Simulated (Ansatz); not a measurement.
**Band gap of CaZrN2 (R-3m, No. 166, 4 atoms in the cell; start mp-1029267) at several levels of theory**

No measured value is used here.

| level (code) | value (eV) |
|---|---|
| LDA (Ansatz) | 0.34 |
| PBEsol+SOC (Ansatz) | 0.35 (indirect) |
| r²SCAN (Ansatz) | 0.80 |
| HSE06+SOC (Ansatz) | 1.35 (indirect) |
| r²SCAN0 (Ansatz) | … |

Task: Some entries are withheld; supply them.

Result: 
- r²SCAN0 (Ansatz, a program for electronic structure), value (eV): 2.31

Computed values are for a static lattice. Levels without +SOC have no spin–orbit coupling; where heavier elements are present it shifts gaps, mostly down, and can invert bands.  Values are at the PBEsol cell. Cutoffs and k meshes differ between the levels. Ansatz's density-functional and Hartree–Fock values are scalar-relativistic unless marked +SOC, with PAW data made under PBE.

A start named mp-… is a Materials Project structure, which need not be a measured phase.
